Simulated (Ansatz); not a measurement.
Hf (space group P6/mmm, No. 191; a cell from a computed database, its experimental status unchecked)

```cif
data_Hf3
_chemical_formula_sum 'Hf3'
_space_group_name_H-M_alt 'P 1'
_space_group_IT_number 1
_cell_length_a 4.91905
_cell_length_b 4.91905
_cell_length_c 3.06121
_cell_angle_alpha 90.000
_cell_angle_beta 90.000
_cell_angle_gamma 120.000
loop_
_space_group_symop_operation_xyz
  'x, y, z'
loop_
_atom_site_label
_atom_site_type_symbol
_atom_site_fract_x
_atom_site_fract_y
_atom_site_fract_z
_atom_site_occupancy
Hf1 Hf 0.66667 0.33333 0.50000 1
Hf2 Hf 0.33333 0.66667 0.50000 1
Hf3 Hf 0.00000 0.00000 0.00000 1
```

Computed with PBEsol (Ansatz, a program for electronic structure, PAW, without spin-orbit coupling). k-mesh 11×11×15 (Γ-centred); smearing 0.05 eV (Fermi–Dirac).

The volume per atom comes out as 21.38 Å³ and the density is 13.86 g/cm³. The band gap comes out as zero and the total energy comes out as -15597.991 eV/atom (σ→0; compares only within this code and set-up).

Whether these cells are dynamically stable was not tested. The final runs are not spin-polarised. This is not the structure that Hf has at room temperature and ambient pressure.
